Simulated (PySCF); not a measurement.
PySCF 2.14.0, PBE/def2-svp, df: Ge(H)3(iBu) (CC(C)[CH2][GeH3]), 17 atoms. The geometry is a generated start, not checked to be a minimum at this level.

```yaml
task: energy
method: pbe
basis: def2-svp
two_electron_scheme: density fitting
mol.max_memory: 3000 MB
mf.max_cycle: 100
mf.conv_tol: 1e-09 (default)
mf.grids.level: 3 (default)
basis_functions: 148
grid_points: 194808
```

```xyz
17

Ge     1.8662     0.9115    -0.0135
C      0.5501    -0.1130     1.0451
C     -0.7839    -0.4286     0.3709
C     -0.6126    -1.5099    -0.6910
C     -1.3936     0.8275    -0.2410
H      3.1812     0.9105     0.7048
H      2.1277     0.3645    -1.3808
H      1.4788     2.3471    -0.1867
H      0.3670     0.4593     1.9598
H      1.0242    -1.0469     1.3598
H     -1.4722    -0.8094     1.1359
H      0.1143    -1.1930    -1.4355
H     -1.5552    -1.7069    -1.1964
H     -0.2662    -2.4360    -0.2433
H     -0.7954     1.1521    -1.0949
H     -1.4206     1.6356     0.4902
H     -2.4099     0.6357    -0.5834
```

With the defaults (mf.DIIS = CDIIS, mf.diis = true, mf.damp = 0, mf.diis_start_cycle = 1, mf.init_guess = minao, mf.diis_space = 8) it converges in 12 Fock builds. One run each on 2 threads, 1 BLAS thread, with these changes:
- mf.DIIS = EDIIS
- mf.init_guess = mod_huckel
- mf.diis = false
- mf.damp = 0.7, mf.diis_start_cycle = 8
- mf.init_guess = atom
- mf.diis_space = 12
- mf.diis = false, mf.damp = 0.7, mf.diis_start_cycle = 999
- mf.diis_space = 20
- mf.DIIS = ADIIS

### Question
Name the settings that don't reach the solution of the defaults.

### Answer
No convergence: mf.DIIS = EDIIS; mf.diis = false (the run ends without SCF convergence in 100 cycles). The rest reach the solution of the defaults.

```tsv
setting	Fock builds	end
the defaults	12	same solution
mf.diis_space = 12	12	same solution
mf.diis_space = 20	12	same solution
mf.init_guess = atom	13	same solution
mf.damp = 0.7, mf.diis_start_cycle = 8	15	same solution
mf.init_guess = mod_huckel	16	same solution
mf.DIIS = ADIIS	18	same solution
mf.diis = false, mf.damp = 0.7, mf.diis_start_cycle = 999	24	same solution
mf.DIIS = EDIIS	101	no convergence
mf.diis = false	101	no convergence
```
